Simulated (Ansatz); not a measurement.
The reference is Sr in the fcc (Cu type) structure (space group Fm-3m, No. 225).

```
CELL_PARAMETERS angstrom
      0.00000     2.96126     2.96126
      2.96126     0.00000     2.96126
      2.96126     2.96126     0.00000
ATOMIC_POSITIONS crystal
  Sr 0.00000 0.00000 0.00000
```

The values are results of DFT with PBEsol, PAW potentials and a 420 eV plane-wave cutoff in Ansatz (an electronic-structure program), no SOC, not measurements.

Base values:

| Item | Value |
|---|---|
| Pressure | 0.0 GPa |
| Band gap | zero |

It is then changed as follows: the cell is scaled by 1.0100 in all directions; the atoms relax in the strained cell.

Q: Predict the new energy relative to the base, pressure and band gap.

A: The energy rises by 1.8 meV/atom; the pressure goes from zero to -0.3 GPa; the band gap stays zero.

No phonon test of stability was made.
